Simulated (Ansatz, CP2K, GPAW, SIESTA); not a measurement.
One structure in several programs: Y₂Al₃Si₂ (C2/m, 7 atoms in the cell)

Self-consistent single point, at a second geometry (lattice scaled by 0.98). First geometry:

```
Y2Al3Si2
1.0
    5.06316    -2.01418     0.00000
    5.06316     2.01418     0.00000
   -1.27393     0.00000     6.46305
Y Al Si
2 3 2
Direct
  0.37987   0.37987   0.67786
  0.62013   0.62013   0.32214
  0.69441   0.69441   0.86815
  0.30559   0.30559   0.13185
  0.00000   0.00000   0.00000
  0.90813   0.90813   0.35849
  0.09187   0.09187   0.64151
```

Shared settings, as Ansatz (a program for electronic structure) writes them: kpoints.mp_grid.grid = 6 6 4; scf.occupations.method = gaussian; scf.occupations.width = 0.0037 Ry. Potentials and cutoffs stand in the table.

```json
[
 {"code": "CP2K", "model": "LDA (Pade form), GPW, DZVP-MOLOPT-SR-GTH basis, GTH-PADE potentials (GTH_POTENTIALS)", "ΔF from the first geometry (meV/atom)": "-4.8", "pressure (GPa)": "2.32", "largest force (eV/Å)": "0.122", "cutoff": "grid 500 Ry"},
 {"code": "Ansatz", "model": "LDA (PW92), PAW files made with PBE", "ΔF from the first geometry (meV/atom)": "-1.0", "pressure (GPa)": "2.93", "largest force (eV/Å)": "0.120", "cutoff": "30.9 Ry"},
 {"code": "SIESTA", "model": "LDA PW92, numerical atomic orbitals DZP, PseudoDojo LDA standard norm-conserving potentials (rewritten from UPF to PSML)", "ΔF from the first geometry (meV/atom)": "-2.6", "pressure (GPa)": "2.63", "largest force (eV/Å)": "0.206", "cutoff": "grid 400 Ry"},
 {"code": "GPAW", "model": "LDA (Perdew-Wang 92), GPAW PAW datasets LDA (gpaw-data 1.0.1)", "ΔF from the first geometry (meV/atom)": "-0.7", "pressure (GPa)": "2.98", "largest force (eV/Å)": "0.135", "cutoff": "600 eV"}
]
```

Size of the force on each atom (eV/Å): Sizes of forces hide their directions.

```csv
code,Y1,Y2,Al3,Al4,Al5,Si6,Si7
CP2K,0.077,0.077,0.056,0.056,0.000,0.122,0.122
Ansatz,0.095,0.095,0.057,0.057,0.000,0.120,0.120
SIESTA,0.135,0.135,0.085,0.085,0.000,0.206,0.206
GPAW,0.103,0.103,0.057,0.057,0.000,0.135,0.135
```

The spread over the programs that give each value: ΔF from the first geometry within 4.1 meV/atom; pressure within 0.66 GPa; largest force within 0.086 eV/Å.

CP2K and SIESTA use small atom-centred bases, whose incompleteness enters pressures, forces and empty levels differently from a plane-wave cutoff. Ansatz's pressure is given at a fixed set of plane waves, as the other plane-wave codes print theirs.

The starting cell comes from a database of computed structures (which also holds hypothetical and non-ambient phases and stackings), without a prior relaxation at this level. Its lattice was rescaled by a random factor within 2.5 % of one. For this run, on top of that: lattice scaled by 0.98.

Keys are those of Ansatz 0.2.
